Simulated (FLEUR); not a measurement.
Worked example: self-consistent single point of MgSc3Ru2 (P4/mmm, 6 atoms in the cell) in FLEUR.

Level of theory: PBEsol, all-electron FLAPW (FLEUR), scalar-relativistic valence.

The change in words: lattice scaled by 0.98. Reference geometry:
```
CELL_PARAMETERS angstrom
      3.26799     0.00000     0.00000
      0.00000     3.26799     0.00000
      0.00000     0.00000    10.92427
ATOMIC_POSITIONS crystal
  Mg 0.50000 0.50000 0.50000
  Sc 0.00000 0.00000 0.00000
  Sc 0.00000 0.00000 0.71455
  Sc 0.00000 0.00000 0.28545
  Ru 0.50000 0.50000 0.84736
  Ru 0.50000 0.50000 0.15264
```

Reference input (self-consistent single point, DFT, PBEsol, all-electron FLAPW (FLEUR), scalar-relativistic valence): Kmax = 4.2 1/bohr; GmaxXC = 16.8 1/bohr; xcFunctional = PBEs; jspins = 1; l_soc = F; mode = hist; fermiSmearingEnergy = 0.00367493 Htr; mesh (inpgen div1-3) = 7 7 3; inpgen gamma flag = false; Gmax = 16.8 1/bohr; numbands = 0; maxIterBroyd = 15. This run's input differs from it in these lines:

```diff
@@ -3,5 +3,5 @@
 &input film=f /
-6.1756079677 0.0000000000 0.0000000000
-0.0000000000 6.1756079677 0.0000000000
-0.0000000000 0.0000000000 20.6438878601
+6.0520954682 0.0000000000 0.0000000000
+0.0000000000 6.0520954682 0.0000000000
+0.0000000000 0.0000000000 20.2310110478
 1.0
@@ -48,5 +48,5 @@
          <bravaisMatrix>
-            <row-1>    6.1756079677000004     0.0000000000000000     0.0000000000000000</row-1>
-            <row-2>    0.0000000000000000     6.1756079677000004     0.0000000000000000</row-2>
-            <row-3>    0.0000000000000000     0.0000000000000000    20.6438878601000013</row-3>
+            <row-1>    6.0520954682000001     0.0000000000000000     0.0000000000000000</row-1>
+            <row-2>    0.0000000000000000     6.0520954682000001     0.0000000000000000</row-2>
+            <row-3>    0.0000000000000000     0.0000000000000000    20.2310110477999991</row-3>
          </bravaisMatrix>
```

Log, with long lists cut:

```
 Iteration:     1   Distance:      11.35434645 me/bohr^3
 Iteration:     2   Distance:      10.67403426 me/bohr^3
 Iteration:     3   Distance:       9.79733379 me/bohr^3
 Iteration:     4   Distance:       5.06140440 me/bohr^3
 Iteration:     5   Distance:       4.80585670 me/bohr^3
   [... 15 lines left out ...]
 Iteration:    21   Distance:       0.00007660 me/bohr^3
 Iteration:    22   Distance:       0.00004160 me/bohr^3
 Iteration:    23   Distance:       0.00001838 me/bohr^3
 Iteration:    24   Distance:       0.00000313 me/bohr^3
 Reset of history
 Run finished successfully
 Stop message:
   Structural relaxation: new displacements generated

[file out, last iteration]
             iter=     25
[...]
          total density-effective poten   -1.8768987225E+04
          total charge density-energy d   -3.9376779130E+02
 Updated energy parameters for spin:           1
[...]
 fermi energy and band-weighting factors:

[...]
FERMIE:
          first approx. to ef    (T=0)  :   0.332316 htr   (energy of the highest occ. eigenvalue)
          number of occ. states  (T=0)  :        710
          first approx. to seigv (T=0)  : -40.066290 htr
          sum of weights of occ. states :  35.510204
          sum of semicore charge        :   0.000000 e
FERHIS:  Fermi-Energy by histogram:
          bandgap                     :   0.000741 htr
   [... lines left out ...]
          charge neutrality (T=0)     :   0.020408    (zero if the highest occ. eigenvalue is "entirely" occupied)
     EF_NEWTON:  Adjust Fermi-Energy by Newton-Method.
 Direct bandgap for spin            1 :    1.2159763287189818E-002  Htr
 ---->    free energy=                    -11549.1447176901 htr
   [... lines left out ...]
 TOTAL FORCE FOR ATOM TYPE=  2  X=  0.000   Y=  0.000   Z=  0.000
                       FX_TOT= 0.000000 FY_TOT= 0.000000 FZ_TOT= 0.000000
 TOTAL FORCE FOR ATOM TYPE=  3  X=  0.000   Y=  0.000   Z= -5.775
                       FX_TOT= 0.000000 FY_TOT= 0.000000 FZ_TOT=-0.001712
 TOTAL FORCE FOR ATOM TYPE=  4  X=  3.026   Y=  3.026   Z= -3.088
                       FX_TOT= 0.000000 FY_TOT= 0.000000 FZ_TOT= 0.001651
```

The run converged in 24 iterations. FLEUR gives forces in its relaxation mode, with a further iteration, so its stop message speaks of a relaxation. Against the reference run the free energy falls by 15.7 meV/atom and the largest force goes from 0.376 to 0.088 eV/Å.

The starting cell comes from a database of computed structures (which also holds hypothetical and non-ambient phases and stackings), without a prior relaxation at this level. Its lattice was rescaled by a random factor within 2.5 % of one. For this run, on top of that: lattice scaled by 0.98. Spin polarisation is off. Values depend on the basis (sphere radii, cutoffs, local orbitals), which need not be converged. The log's line on a gap gives a spacing of levels on this mesh, which the program prints for metals too.

Cost on one core of a shared machine: roughly 10 min.
